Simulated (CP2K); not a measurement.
**Refining one setting for CaTi₂O₄ (Cmcm, 14 atoms in the cell)**

Space group Cmcm (No. 63); a = 3.1360 Å, b = 9.7270 Å, c = 9.9760 Å, α = β = γ = 90.00°

```
atom  site  symmetry       x       y       z
----  ----  --------  ------  ------  ------
Ti      8f       m..  0.0000  0.1260  0.5650
Ca      4c       m2m  0.0000  0.6160  0.2500
O       4b     2/m..  0.0000  0.5000  0.0000
O       4c       m2m  0.0000  0.0600  0.7500
O       8f       m..  0.0000  0.2360  0.1000
```
(The calculation used a cell of 14 atoms; values per cell refer to that cell.)

Method: PBEsol, GPW, DZVP-MOLOPT-SR-GTH basis, GTH-PBE potentials (GTH_POTENTIALS) run with CP2K.

The starting cell comes from a database of published, mostly measured structures (it also holds non-ambient and calculated ones), without a prior relaxation at this level. Spin polarisation is off, so a magnetic state, if there is one, cannot be reached. Values carry the incompleteness of an atom-centred basis. The potentials were made for another functional than the one used. In the base run, forces exceed 1 eV/Å. Without a gap this mesh is coarse (it stands for a supercell whose shortest vector is 10 Å).

Held fixed: REL_CUTOFF = 50 Ry; SMEAR/METHOD = FERMI_DIRAC; ELECTRONIC_TEMPERATURE = 1160.45 K; KPOINTS/SCHEME = MONKHORST-PACK 4 4 1; GAMMA_CENTERED = T; XC_FUNCTIONAL = PBE:PBESOL; Ti/BASIS_SET = DZVP-MOLOPT-SR-GTH; Ti/POTENTIAL = GTH-PBE-q12; Ca/BASIS_SET = DZVP-MOLOPT-SR-GTH; Ca/POTENTIAL = GTH-PBE-q10; O/BASIS_SET = DZVP-MOLOPT-SR-GTH; O/POTENTIAL = GTH-PBE-q6; METHOD = GPW; EPS_DEFAULT = 1e-10; NGRIDS = 5; SCF_GUESS = ATOMIC; EPS_SCF = 1e-06; MAX_SCF = 100; ADDED_MOS = 19.

ΔF is the free energy per atom less that of the last row (1200 Ry).

The series runs over CUTOFF = 240 Ry; 300 Ry; 360 Ry; 540 Ry; 600 Ry; 690 Ry; 780 Ry; 900 Ry; 1050 Ry; 1200 Ry.

Task: From which setting on does the largest force stay within 0.02 eV/Å of the last one?

Result: From CUTOFF = 600 Ry on; the one before it is off by 0.041 eV/Å. The value it settles on is 1.124 eV/Å at this level of theory and with the other settings as held.

Task: From which setting on does the energy stay within 2 meV/atom of the last one?

Result: From CUTOFF = 300 Ry on; the one before it is off by 2.5 meV/atom.

| CUTOFF | ΔF (meV/atom) | pressure (GPa) | largest force (eV/Å) |
|---|---|---|---|
| 240 Ry | -2.5 | -2.03 | 1.048 |
| 300 Ry | -0.21 | -2.26 | 1.045 |
| 360 Ry | -0.41 | -2.31 | 1.135 |
| 540 Ry | -0.25 | -2.30 | 1.083 |
| 600 Ry | -0.20 | -2.30 | 1.127 |
| 690 Ry | -0.33 | -2.29 | 1.129 |
| 780 Ry | -0.10 | -2.30 | 1.123 |
| 900 Ry | -0.03 | -2.30 | 1.111 |
| 1050 Ry | -0.05 | -2.30 | 1.123 |
| 1200 Ry | 0.00 | -2.30 | 1.124 |

Left out of this page: 2 runs of the series unsound by tests on forces, stress, charge or solver warnings.
